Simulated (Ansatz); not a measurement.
L1₂ (Cu3Au-type) Ni3Al, treated with PBE-D3(BJ) (Ansatz, a first-principles code, PAW).

Settings: plane-wave cutoff 520 eV, 16×16×16 k mesh, Fermi–Dirac smearing 0.05 eV, spin-polarised with parallel moments, scalar-relativistic PAW data made under PBE.

The cell is scaled about its equilibrium volume:

| V (Å³/atom) | P (GPa) | moment (μB per cell of 4 atoms) |
|---|---|---|
| 10.284 | 14.22 | 0.65 |
| 10.503 | 8.94 | 0.67 |
| 10.722 | 4.22 | 0.69 |
| 10.941 | 0.00 | 0.70 |
| 11.160 | -3.77 | 0.71 |
| 11.379 | -7.13 | 0.72 |
| 11.597 | -10.11 | 0.73 |

Note: moments this small hang on the smearing and the k mesh.
